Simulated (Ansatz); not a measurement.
## Response to strain in GaN

Take GaN in the wurtzite structure (space group P6_3mc, No. 186) as the base.

```yaml
crystal:
  lattice:
    - [3.21837, 0.00000, 0.00000]
    - [-1.60918, 2.78719, 0.00000]
    - [0.00000, 0.00000, 5.24320]
  atoms:
    - { symbol: Ga, position: [0.33333, 0.66667, 0.00014] }
    - { symbol: Ga, position: [0.66667, 0.33333, 0.50014] }
    - { symbol: N, position: [0.33333, 0.66667, 0.37686] }
    - { symbol: N, position: [0.66667, 0.33333, 0.87686] }
```

Cartesian axes are those of the cell as printed.

Strains are applied to the cell and any free atomic positions relax.

Computed with PBE, PAW, 420 eV (Ansatz, a first-principles code; no spin-orbit coupling).

Notes on the quantities. energy relative to the base: free energy F.

```csv
change,volume per atom,electron mass,band gap,energy relative to the base
base,11.76 Å³,"0.14 mₑ along c, 0.16 mₑ across (at Γ)",1.71 eV,0 meV/atom
uniaxial strain ε_zz = −3.00 %,11.41 Å³,"0.17 mₑ along x, 0.17 mₑ along y, 0.17 mₑ along z (at Γ)",1.87 eV,+12 meV/atom
uniaxial strain ε_zz = −2.40 %,11.48 Å³,"0.16 mₑ along z, 0.17 mₑ across (at Γ)",1.85 eV,+7.7 meV/atom
uniaxial strain ε_zz = −1.80 %,11.55 Å³,"0.16 mₑ along z, 0.17 mₑ across (at Γ)",1.82 eV,+4.3 meV/atom
uniaxial strain ε_zz = −1.20 %,11.62 Å³,"0.15 mₑ along z, 0.17 mₑ across (at Γ)",1.80 eV,+1.9 meV/atom
uniaxial strain ε_zz = −0.60 %,11.69 Å³,"0.15 mₑ along z, 0.16 mₑ across (at Γ)",1.77 eV,+0.5 meV/atom
```

Effective masses come from finite differences of ±0.01 Å⁻¹. No phonon test of stability was made.
